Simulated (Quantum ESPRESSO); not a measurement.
Checking a run of Quantum ESPRESSO on Sr2H4Pd (Pnma, 28 atoms in the cell). The aim is a self-consistent single point with DFT, PBEsol, plane waves, GBRV 1.5 ultrasoft (PBESOL) pseudopotentials.

Cell that was meant: a = 7.6496 Å, b = 5.5206 Å, c = 9.7460 Å, α = 90.00°, β = 90.00°, γ = 90.00°.

Part of the input:

```fortran
 ecutrho = 320,
 occupations = 'smearing',
 smearing = 'fermi-dirac',
 degauss = 0.2,
/
&electrons
 conv_thr = 1e-10,
```

Output (repeated stretches shortened):

```
     Message from routine setup:
     using ibrav=0 with symmetry is DISCOURAGED, use correct ibrav instead
     G-vector sticks info
   [... lines left out ...]
        k(    6) = (  -0.5000000   0.0000000  -0.3924514), wk =   0.1666667
        k(    7) = (  -0.5000000   0.4618854   0.0000000), wk =   0.3333333
        k(    8) = (  -0.5000000   0.4618854  -0.3924514), wk =   0.3333333

     Dense  grid:   268517 G-vectors     FFT dimensions: (  90,  60, 108)

     Smooth grid:    94787 G-vectors     FFT dimensions: (  60,  48,  80)

     Initial potential from superposition of free atoms

     starting charge     157.7537, renormalised to     160.0000

     negative rho (up, down):  8.217E-01 0.000E+00
     Self-consistent Calculation

     iteration #  1     ecut=    40.00 Ry     beta= 0.70

     negative rho (up, down):  8.035E-01 0.000E+00

     total energy              =   -1367.01604717 Ry
     estimated scf accuracy    <      19.12955800 Ry

     iteration #  2     ecut=    40.00 Ry     beta= 0.70

     negative rho (up, down):  8.206E-01 0.000E+00

     total energy              =   -1375.26977134 Ry
     estimated scf accuracy    <      52.00889061 Ry

     iteration #  3     ecut=    40.00 Ry     beta= 0.70

     negative rho (up, down):  8.341E-01 0.000E+00

     total energy              =   -1379.13984064 Ry
     estimated scf accuracy    <       3.60855939 Ry

   [... 9 blocks of this kind left out ...]

     iteration # 13     ecut=    40.00 Ry     beta= 0.70

     negative rho (up, down):  8.361E-01 0.000E+00

     total energy              =   -1379.98552501 Ry
     estimated scf accuracy    <          7.8E-10 Ry

     iteration # 14     ecut=    40.00 Ry     beta= 0.70

     negative rho (up, down):  8.361E-01 0.000E+00
     End of self-consistent calculation

     the Fermi energy is     8.8071 ev

!    total energy              =   -1379.98552501 Ry
     estimated scf accuracy    <          8.8E-12 Ry
     smearing contrib. (-TS)   =      -9.63759572 Ry
     internal energy E=F+TS    =   -1370.34792929 Ry

     convergence has been achieved in  14 iterations

     negative rho (up, down):  8.361E-01 0.000E+00

     Forces acting on atoms (cartesian axes, Ry/au):

     atom    1 type  1   force =    -0.00696880    0.00000000    0.01361582
     atom    2 type  1   force =     0.00696880   -0.00000000   -0.01361582
     atom    3 type  1   force =     0.00696880    0.00000000    0.01361582
     atom    4 type  1   force =    -0.00696880    0.00000000   -0.01361582
   [... lines left out ...]
     Total force =     0.118629     Total SCF correction =     0.000006
   [... lines left out ...]

     negative rho (up, down):  8.361E-01 0.000E+00
          total   stress  (Ry/bohr**3)                   (kbar)     P=       88.40
   0.00066596   0.00000000   0.00000000           97.97        0.00        0.00
   0.00000000   0.00050440   0.00000000            0.00       74.20        0.00
   0.00000000   0.00000000   0.00063252            0.00        0.00       93.05

   JOB DONE.
```

### Question
Can these results be used? Check the input.

### Answer
The run is not sound. The fault is a smearing width that is far too large. A width of many tenths of an electronvolt moves electrons far across the Fermi level or the gap, and the free energy and its derivatives carry a large smearing term. To fix it, use a width small against the gap or band features. The run converged in 14 iterations without an error; against the sound input the free energy goes down by 2.60 eV/atom, the pressure goes from -2.49 to 8.84 GPa, the largest force goes from 0.144 to 0.821 eV/Å and no clean gap remains on the mesh (levels overlap or are partly filled), against 1.78 eV before. The full log also holds: “c_bands:  2 eigenvalues not converged”.

An input that runs soundly differs in these lines (not the only fix; some lines may just follow from the change or write a value another way):
```diff
- degauss = 0.2,
+ degauss = 0.0036749,
```

With that input, the run converged in 13 iterations: free energy E − TS -18702.8859 eV; top of the valence band (on the code's own zero) 7.77 eV; gap on the k-point mesh 1.78 eV; pressure -2.49 GPa; largest force (vector length) 0.144 eV/Å (DFT, PBEsol, plane waves, GBRV 1.5 ultrasoft (PBESOL) pseudopotentials).

On the sound input: the starting cell comes from a database of computed structures (which also holds hypothetical and non-ambient phases and stackings), without a prior relaxation at this level.
